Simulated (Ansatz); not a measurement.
Ansatz (a quantum-chemistry and plane-wave program) run on Tl₃Zn (Pm-3m, 4 atoms in the cell): self-consistent single point.

Method: LDA (PW92), default PAW files made with PBE (plane waves; Ansatz).

```yaml
crystal:
  lattice:
    - [4.80099, 0.00000, 0.00000]
    - [0.00000, 4.80099, 0.00000]
    - [0.00000, 0.00000, 4.80099]
  atoms:
    - { symbol: Zn, position: [0.00000, 0.00000, 0.00000] }
    - { symbol: Tl, position: [0.50000, 0.00000, 0.50000] }
    - { symbol: Tl, position: [0.00000, 0.50000, 0.50000] }
    - { symbol: Tl, position: [0.50000, 0.50000, 0.00000] }
```

Reference input (self-consistent single point, DFT, LDA (PW92), plane waves, default PAW files made with PBE): basis.ecutwfc = 30.9 Ry; kpoints.mp_grid.grid = 6 6 6; hamiltonian.xc = lda; hamiltonian.pseudopotentials = {kind: paw} (the program's default PAW files); scf.occupations.method = cold; scf.occupations.width = 0.02 Ry. This run's input differs from it in these lines:

Ansatz 0.2 input:
```diff
@@ -13,3 +13,3 @@
 kpoints:
-  mp_grid: { grid: [6, 6, 6] }
+  mp_grid: { grid: [7, 7, 7] }
 hamiltonian:
```

Output, abridged:

```
SCF iter   1: F=—  HF=-36685.135974 eV  |F-HF|=—  |Δ(HF+E_count)|=         —  Δρ=4.40e-3  dr2=2.17e-2  ethr=1.77e-3  ⟨swp⟩=5.5  Hψ=2560  notcnv=0
all-band conjugate gradients solve this SCF's bands
preconditioner: auto → Kerker (q_TF=auto, 2.398 Å⁻¹)
SCF iter   2: F=—  HF=-36685.125903 eV  |F-HF|=—  |Δ(HF+E_count)|=   1.01e-2  S|Δr|=    0.00e0  Δρ=1.64e-3  dr2=5.60e-3  ethr=4.26e-5  ⟨swp⟩=2.2  Hψ=1222  notcnv=0
   [... lines left out ...]
SCF iter   5: F=—  HF=-36685.123851 eV  |F-HF|=—  |Δ(HF+E_count)|=   1.08e-4  S|Δr|=    0.00e0  Δρ=1.23e-4  dr2=5.63e-5  ethr=7.51e-7  ⟨swp⟩=1.9  Hψ=665  notcnv=0
SCF iter   6: F=—  HF=-36685.123840 eV  |F-HF|=—  |Δ(HF+E_count)|=   1.10e-5  S|Δr|=    0.00e0  Δρ=2.18e-5  dr2=5.35e-7  ethr=1.10e-7  ⟨swp⟩=2.0  Hψ=810  notcnv=0
SCF iter   7: F=-36685.123840 eV  HF=-36685.123840 eV  |F-HF|=4.45e-8  |Δ(HF+E_count)|=   5.37e-8  S|Δr|=    0.00e0  Δρ=7.81e-6  dr2=9.12e-8  ethr=1.96e-10  ⟨swp⟩=6.7  Hψ=2854  notcnv=0
SCF 1 converged in 7 iterations: F = -36685.123840 eV  dr2 = 9.12e-8
Stability not checked (fill_not_monotonic)
Free energy (F): -36685.123840 eV
Internal energy: -36685.100471 eV  (E = F + TS)
E sigma→0 (E₀):  -36685.116050 eV
Entropy (-TS):   -0.023369 eV (-5.842 meV/atom)
Fermi energy:    8.944138 eV
--- Forces (eV/Å), atoms counted from 1 ---
  atom   1  Zn     0.00000000    -0.00000000    -0.00000000
   [... zero for the other atoms too ...]
--- Stress (GPa, compression-positive) ---
       -4.157701       0.000000       0.000000
       -0.000000      -4.157701       0.000000
        0.000000       0.000000      -4.157701
  P = ⅓ Tr σ = -4.1577 GPa (-41.577 kbar)
  The stress holds the Pulay correction. Without it, at fixed plane waves, as pw.x and ABINIT print it: P = -4.1894 GPa
```

The run converged in 7 iterations. Against the reference run the free energy goes up by 11.5 meV/atom and the pressure goes from -4.42 to -4.16 GPa.

The starting cell comes from a database of computed structures (which also holds hypothetical and non-ambient phases and stackings), without a prior relaxation at this level. With a pressure of about -4 GPa the cell is away from its equilibrium volume at this level. Ansatz's pressure includes its estimate of the finite-basis (Pulay) stress.
